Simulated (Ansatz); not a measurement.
Consider LiNbO₃ (space group R3c, No. 161; a = 5.190 Å, c = 14.016 Å (hexagonal axes)).

Level of theory: PBE (Ansatz, a program for electronic structure; PAW; 420 eV plane waves; scalar-relativistic without spin-orbit coupling), earlier PAW set.

For the base:

| Item | Result |
|---|---|
| Pressure | 0.1 kbar |

Modification: an isotropic linear strain of −3.45 %, atoms relaxed at fixed cell.

Q: What does the calculation give for the pressure after the change?

A: The pressure (mean of the normal stresses, compression positive) grows by 141.3 kbar (0.1 kbar → 141.4 kbar).

Q: Predict the new largest internal atomic displacement.

A: The largest internal atomic displacement amounts to 0.094 Å.

Q: Predict the new energy relative to the base.

A: The energy grows by 44 meV/atom.

Stability against distortions was not tested.
